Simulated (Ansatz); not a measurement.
We consider MgS (model structure, started from the BN type, Pm-3n, No. 223, 12 atoms in the cell), described by PBEsol in Ansatz (PAW).

Run with plane-wave cutoff 520 eV, 6×6×6 k mesh, Fermi–Dirac smearing 0.01 eV, scalar-relativistic PAW data made under PBE.

Cell (relaxed at this level):

Space group Pm-3n (No. 223); a = 6.9364 Å, b = 6.9364 Å, c = 6.9364 Å, α = 90.00°, β = 90.00°, γ = 90.00°

| atom | site | symmetry | x | y | z |
|---|---|---|---|---|---|
| Mg | 6c | -4m.2 | 0.0000 | 0.5000 | 0.2500 |
| S | 6d | -4m.2 | 0.0000 | 0.2500 | 0.5000 |

Problem. What does this level give for the band gap?

Solution. 
* **band gap**: 2.99 eV (direct)

Note: the relaxation could raise the start's symmetry but not lower it, so the cell can be a saddle point.

A model structure was made by putting elements into a prototype or built by hand; it is no filed structure, need not be a known phase, and can be a saddle point held by its symmetry.

Ansatz is a quantum-chemistry and plane-wave program.
